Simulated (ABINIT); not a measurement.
**ABINIT run on Rb (Im-3m, 1 atom in the cell): self-consistent single point**

Computed with PBE, PAW (JTH v2.0 PBE PAW) (plane waves; ABINIT).

The input file:

```
# Rb, JTH v2.0 PBE PAW
pp_dirpath "./"
pseudos "Rb.GGA_PBE-JTH.xml"
acell 9.3648675462 9.3648675462 9.3648675462
rprim
        -0.5773502692    0.5773502692    0.5773502692
         0.5773502692   -0.5773502692    0.5773502692
         0.5773502692    0.5773502692   -0.5773502692
natom 1
ntypat 1
znucl 37
typat 1
xred    0.0000000000    0.0000000000    0.0000000000
ecut 40 Ry
pawecutdg 80 Ry
pawxcdev 0
ixc 11
occopt 7
tsmear 0.2 eV
nband 10
kptopt 1
ngkpt 6 6 6
nshiftk 1
shiftk 0 0 0
nstep 100
tolvrs 1.0e-12
prtwf 0
prtden 0
enunit 2
```

Output, abridged:

```
 Symmetries : space group Im -3 m (#229); Bravais cI (body-center cubic)

 -outvars: echo values of preprocessed input variables --------
            acell      9.3648675462E+00  9.3648675462E+00  9.3648675462E+00 Bohr
             ecut      2.00000000E+01 Hartree
           enunit           2
              ixc          11
         kptrlatt        6    0    0      0    6    0      0    0    6
          kptrlen      5.61892053E+01
            natom           1
            nband          10
            ngfft          40      40      40
          ngfftdg          54      54      54
             nkpt          16
            nstep         100
             nsym          48
           ntypat           1
           occopt           7
        pawecutdg      4.00000000E+01 Hartree
         pawxcdev           0
            rprim     -5.7735026920E-01  5.7735026920E-01  5.7735026920E-01
                       5.7735026920E-01 -5.7735026920E-01  5.7735026920E-01
                       5.7735026920E-01  5.7735026920E-01 -5.7735026920E-01
          spgroup         229
           tolvrs      1.00000000E-12
           tsmear      7.34986508E-03 Hartree
            typat      1
           useylm           1
            znucl       37.00000

== DATASET  1 ==================================================================

 Exchange-correlation functional for the present dataset will be:
  GGA: Perdew-Burke-Ernzerhof functional - ixc=11
 Citation for XC functional:
  J.P.Perdew, K.Burke, M.Ernzerhof, PRL 77, 3865 (1996)

 Real(R)+Recip(G) space primitive vectors, cartesian coordinates (Bohr,Bohr^-1):
 R(1)= -5.4068088  5.4068088  5.4068088  G(1)=  0.0000000  0.0924760  0.0924760
 R(2)=  5.4068088 -5.4068088  5.4068088  G(2)=  0.0924760  0.0000000  0.0924760
 R(3)=  5.4068088  5.4068088 -5.4068088  G(3)=  0.0924760  0.0924760  0.0000000
 Unit cell volume ucvol=  6.3224154E+02 bohr^3
 Angles (23,13,12)=  1.09471221E+02  1.09471221E+02  1.09471221E+02 degrees

 Coarse grid specifications (used for wave-functions):

 getcut: wavevector=  0.0000  0.0000  0.0000  ngfft=  40  40  40
         ecut(hartree)=     20.000   => boxcut(ratio)=   2.12300

 Fine grid specifications (used for densities):

 getcut: wavevector=  0.0000  0.0000  0.0000  ngfft=  54  54  54
         ecut(hartree)=     40.000   => boxcut(ratio)=   2.02534

   4.46967125E+02                                ecore*ucvol(ha*bohr**3)

_setup2: Arith. and geom. avg. npw (full set) are    2700.116    2700.088

--- !BeginCycle
solver: {iscf: 17, nstep: 100, nline: 4, wfoptalg: 10, }
tolerances: {tolvrs: 1.00E-12, }
...

     iter   Etot(hartree)      deltaE(h)  residm     nres2
 ETOT  1  -24.355816865961    -2.436E+01 4.042E-02 8.307E-02
 ETOT  2  -24.382191866651    -2.638E-02 4.026E-03 5.711E-02
 ETOT  3  -24.382042054484     1.498E-04 8.524E-04 1.900E-02
 ETOT  4  -24.382004107308     3.795E-05 5.357E-04 2.678E-03
 ETOT  5  -24.382014938613    -1.083E-05 4.832E-05 7.307E-04
 ETOT  6  -24.382011379956     3.559E-06 3.492E-05 2.116E-05
   [... 3 lines left out ...]
 ETOT 10  -24.382011340221     1.641E-10 2.022E-05 1.589E-10
 ETOT 11  -24.382011340223    -2.533E-12 1.443E-05 2.837E-10
 ETOT 12  -24.382011340222     1.297E-12 1.615E-05 4.263E-12
 ETOT 13  -24.382011340222    -1.421E-14 1.138E-05 2.478E-12
 ETOT 14  -24.382011340222    -1.812E-13 1.230E-05 1.785E-14

 At SCF step   14       nres2   =  1.79E-14 < tolvrs=  1.00E-12 =>converged.

 Cartesian components of stress tensor (hartree/bohr^3)
  sigma(1 1)=  1.88234680E-06  sigma(3 2)=  0.00000000E+00
  sigma(2 2)=  1.88234680E-06  sigma(3 1)=  0.00000000E+00
  sigma(3 3)=  1.88234680E-06  sigma(2 1)=  0.00000000E+00

 ----iterations are completed or convergence reached----

 reduced coordinates (array xred) for    1 atoms
       0.000000000000      0.000000000000      0.000000000000
 cartesian forces (eV/Angstrom) at end:
    1     -0.00000000000000    -0.00000000000000    -0.00000000000000
 frms,max,avg= 0.0000000E+00 0.0000000E+00   0.000E+00  0.000E+00  0.000E+00 e/A
 length scales=  9.364867546200  9.364867546200  9.364867546200 bohr
              =  4.955674466913  4.955674466913  4.955674466913 angstroms
 Fermi (or HOMO) energy (hartree) =  -0.00998   Average Vxc (hartree)=  -0.20099
 Eigenvalues (hartree) for nkpt=  16  k points:
 kpt#   1, nband= 10, wtk=  0.00463, kpt=  0.0000  0.0000  0.0000 (reduced coord)
  -1.07313   -0.48674   -0.48674   -0.48674   -0.08136    0.12756    0.12756    0.12756
   0.16127    0.16127
      occupation numbers for kpt#   1
   2.00000    2.00000    2.00000    2.00000    2.00000    0.00000    0.00000    0.00000
   0.00000    0.00000
 prteigrs : prtvol=0 or 1, do not print more k-points.

 Fermi (or HOMO) energy (eV) =  -0.27156   Average Vxc (eV)=  -5.46912
 Eigenvalues (   eV  ) for nkpt=  16  k points:
 kpt#   1, nband= 10, wtk=  0.00463, kpt=  0.0000  0.0000  0.0000 (reduced coord)
 -29.20126  -13.24498  -13.24498  -13.24498   -2.21390    3.47101    3.47101    3.47101
   4.38840    4.38840
 prteigrs : prtvol=0 or 1, do not print more k-points.

--- !EnergyTerms
comment             : Components of total free energy in Hartree
kinetic             :  8.57094627887409E+00
hartree             :  7.20214996753924E+00
xc                  : -6.42580422380407E+00
Ewald energy        : -1.36299395992388E+01
psp_core            :  7.06956276491200E-01
local_psp           : -1.72446203522300E+01
spherical_terms     : -3.56068975157662E+00
internal            : -2.43810014039449E+01
'-kT*entropy'       : -1.00984494005930E-03
total_energy        : -2.43820112488850E+01
total_energy_eV     : -6.63468267372248E+02
...

-Cartesian components of stress tensor (GPa)         [Pressure= -5.5381E-02 GPa]
- sigma(1 1)=  5.53805454E-02  sigma(3 2)=  0.00000000E+00
- sigma(2 2)=  5.53805454E-02  sigma(3 1)=  0.00000000E+00
- sigma(3 3)=  5.53805454E-02  sigma(2 1)=  0.00000000E+00

 Calculation completed.
```

The run converged in 14 iterations.

The starting cell has typed, rounded lattice constants, without a prior relaxation at this level. Its lattice was rescaled by a random factor within 2.5 % of one.
